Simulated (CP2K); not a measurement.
A user runs CP2K on a (001) slab of SrIBr (cut from a parent of space group no. 62; 12 atoms in the cell) and asks whether the run is sound. The aim is a self-consistent single point with DFT LDA (Pade form), GPW, DZVP-MOLOPT-SR-GTH basis, GTH-PADE potentials (GTH_POTENTIALS).

The input file:

```
&GLOBAL
  PROJECT bulk
  RUN_TYPE ENERGY_FORCE
  PRINT_LEVEL MEDIUM
&END GLOBAL
&FORCE_EVAL
  METHOD Quickstep
  STRESS_TENSOR ANALYTICAL
  &DFT
    BASIS_SET_FILE_NAME BASIS_MOLOPT
    POTENTIAL_FILE_NAME GTH_POTENTIALS
    &QS
      METHOD GPW
      EPS_DEFAULT 1E-10
    &END QS
    &MGRID
      CUTOFF 500
      REL_CUTOFF 50
      NGRIDS 5
    &END MGRID
    &SCF
      SCF_GUESS ATOMIC
      EPS_SCF 1E-7
      MAX_SCF 100
      ADDED_MOS 16
      &DIAGONALIZATION
        ALGORITHM STANDARD
      &END DIAGONALIZATION
      &MIXING
        METHOD BROYDEN_MIXING
        ALPHA 0.3
        NBUFFER 10
        BETA 1
      &END MIXING
      &SMEAR ON
        METHOD FERMI_DIRAC
        ELECTRONIC_TEMPERATURE [K] 1160.45
      &END SMEAR
    &END SCF
    &KPOINTS
      SCHEME MONKHORST-PACK 5 3 1
    &END KPOINTS
    &XC
      &XC_FUNCTIONAL PADE
      &END XC_FUNCTIONAL
    &END XC
    &PRINT
      &MO
        EIGENVALUES T
        OCCUPATION_NUMBERS T
        NDIGITS 8
        FILENAME mo
        &EACH
          QS_SCF 0
        &END EACH
        ADD_LAST NUMERIC
      &END MO
      &MULLIKEN ON
      &END MULLIKEN
    &END PRINT
  &END DFT
  &SUBSYS
    &CELL
      ABC 5.11805400 8.14705300 11.54139300
      ALPHA_BETA_GAMMA 90.00000000 90.00000000 90.00000000
      PERIODIC XYZ
    &END CELL
    &COORD
      SCALED
      Sr       0.75000000     0.28013000     0.18564400
      Sr       0.25000000     0.71987000     0.33646700
      Sr       0.25000000     0.21987000     0.66353300
      Sr       0.75000000     0.78013000     0.81434600
      I        0.75000000     0.36716000     0.84361600
      I        0.25000000     0.63284000     0.63426400
      I        0.25000000     0.13284000     0.36573600
      I        0.75000000     0.86716000     0.15638400
      Br       0.75000000     0.51780000     0.39215300
      Br       0.25000000     0.48220000     0.12996700
      Br       0.25000000     0.98220000     0.87003300
      Br       0.75000000     0.01780000     0.60784700
    &END COORD
    &KIND Sr
      BASIS_SET DZVP-MOLOPT-SR-GTH
      POTENTIAL GTH-PADE-q10
    &END KIND
    &KIND I
      BASIS_SET DZVP-MOLOPT-SR-GTH
      POTENTIAL GTH-PADE-q7
    &END KIND
    &KIND Br
      BASIS_SET DZVP-MOLOPT-SR-GTH
      POTENTIAL GTH-PADE-q7
    &END KIND
  &END SUBSYS
  &PRINT
    &FORCES ON
    &END FORCES
    &STRESS_TENSOR ON
    &END STRESS_TENSOR
  &END PRINT
&END FORCE_EVAL
```

Output (repeated stretches shortened):

```
 GLOBAL| Method name                                                        CP2K
 GLOBAL| Project name                                                       bulk
 GLOBAL| Run type                                                   ENERGY_FORCE

   [... lines left out ...]
 BRILLOUIN|     4           0.13333       -0.20000       -0.33333        0.00000
 BRILLOUIN|     5           0.13333       -0.20000        0.00000        0.00000
 BRILLOUIN|     6           0.13333       -0.20000        0.33333        0.00000
 BRILLOUIN|     7           0.13333        0.00000       -0.33333        0.00000
 BRILLOUIN|     8           0.06667        0.00000        0.00000        0.00000
 *******************************************************************************

 Extrapolation method: initial_guess

 Re-scaling the density matrix to get the right number of electrons
                  # Electrons              Trace(P)               Scaling factor
                           96                96.000                        1.000

 Number of electrons:                                                         96
 Number of occupied orbitals:                                                 48
 Number of molecular orbitals:                                                64

 Number of orbital functions:                                                160
 Number of independent orbital functions:                                    160
 SCF WAVEFUNCTION OPTIMIZATION

  Step     Update method      Time    Convergence         Total energy    Change
     1 NoMix/Diag. 0.30E+00      -     2.07066253      -223.7634389915 -2.24E+02
     2 Broy./Diag. 0.30E+00      -     0.02542028      -223.1898985634  5.74E-01
     3 Broy./Diag. 0.30E+00      -     0.07090317      -223.4525100523 -2.63E-01
     4 Broy./Diag. 0.30E+00      -     0.00497547      -223.8891442847 -4.37E-01
     5 Broy./Diag. 0.30E+00      -     0.00398894      -223.7727563784  1.16E-01
     6 Broy./Diag. 0.30E+00      -     0.00110910      -223.7488755076  2.39E-02
   [... 10 lines left out ...]
    17 Broy./Diag. 0.30E+00      -     0.00000095      -223.7322185031  3.25E-06
    18 Broy./Diag. 0.30E+00      -     0.00000034      -223.7322141555  4.35E-06
    19 Broy./Diag. 0.30E+00      -     0.00000038      -223.7322112470  2.91E-06
    20 Broy./Diag. 0.30E+00      -     0.00000004      -223.7322123105 -1.06E-06
  *** SCF run converged in    20 steps ***

  Overlap energy of the core charge distribution:               0.00000000000001
  Self energy of the core charge distribution:               -444.39332864111611
  Core Hamiltonian energy:                                     94.72450282185234
  Hartree energy:                                             162.36561364622850
  Exchange-correlation energy:                                -36.42900013499001
  Electronic entropic energy:                                  -0.00000000242593
  Fermi energy:                                                 0.11639189451375

  Total energy:                                              -223.73221231045122
  Total energy (extrapolated to T->0):                       -223.73221230923826

   [... lines left out ...]
 STRESS|                        x                   y                   z
 STRESS|      x       -2.63026693941E+04  -8.51659784669E-06  -2.41256569302E-09
 STRESS|      y       -8.51659784669E-06  -2.27703001374E+04  -3.63003440241E-01
 STRESS|      z       -2.41256569302E-09  -3.63003440241E-01  -2.58484365484E+04
 STRESS| 1/3 Trace                                            -2.49738020266E+04
```

**Question.** Is anything amiss in this input, and did it matter?

**Answer.** The run is not sound. The fault is too little vacuum between periodic images. Layers that are a few Å apart interact, so the cell no longer models an isolated surface or sheet. To fix it, widen the vacuum. The run converged in 20 iterations without an error; against the sound input the free energy falls by 66.8 meV/atom, the largest force goes from 0.744 to 0.179 eV/Å and the gap on the mesh goes from 3.397 to 3.480 eV.

An input that runs soundly differs in these lines (not the only fix; some lines may just follow from the change or write a value another way):
```diff
-      ABC 5.11805400 8.14705300 11.54139300
+      ABC 5.11805400 8.14705300 18.54140000
-      Sr       0.75000000     0.28013000     0.18564400
-      Sr       0.25000000     0.71987000     0.33646700
-      Sr       0.25000000     0.21987000     0.66353300
-      Sr       0.75000000     0.78013000     0.81434600
-      I        0.75000000     0.36716000     0.84361600
-      I        0.25000000     0.63284000     0.63426400
-      I        0.25000000     0.13284000     0.36573600
-      I        0.75000000     0.86716000     0.15638400
-      Br       0.75000000     0.51780000     0.39215300
-      Br       0.25000000     0.48220000     0.12996700
-      Br       0.25000000     0.98220000     0.87003300
-      Br       0.75000000     0.01780000     0.60784700
+      Sr       0.75000000     0.28013000     0.30432400
+      Sr       0.25000000     0.71987000     0.39820600
+      Sr       0.25000000     0.21987000     0.60179400
+      Sr       0.75000000     0.78013000     0.69567000
+      I        0.75000000     0.36716000     0.71388900
+      I        0.25000000     0.63284000     0.58357500
+      I        0.25000000     0.13284000     0.41642500
+      I        0.75000000     0.86716000     0.28611100
+      Br       0.75000000     0.51780000     0.43286900
+      Br       0.25000000     0.48220000     0.26966700
+      Br       0.25000000     0.98220000     0.73033300
+      Br       0.75000000     0.01780000     0.56713100
```

With that input, the run converged in 28 iterations: free energy E − TS -6087.2626 eV; top of the valence band (on the code's own zero) -1.32 eV; gap on the k-point mesh 3.40 eV; pressure averaged over the cell with its vacuum -1.49 GPa; largest force (vector length) 0.744 eV/Å (DFT LDA (Pade form), GPW, DZVP-MOLOPT-SR-GTH basis, GTH-PADE potentials (GTH_POTENTIALS)).

On the sound input: the starting cell comes from a database of computed structures (which also holds hypothetical and non-ambient phases and stackings), without a prior relaxation at this level. The slab is cut from that crystal, and its faces are unrelaxed. Its lattice was rescaled in the plane by a random factor within 2.5 % of one. Spin-orbit coupling is off. Spin polarisation is off, though cut faces can carry moments; a gap of a slab can lie between surface states. Values carry the incompleteness of an atom-centred basis.
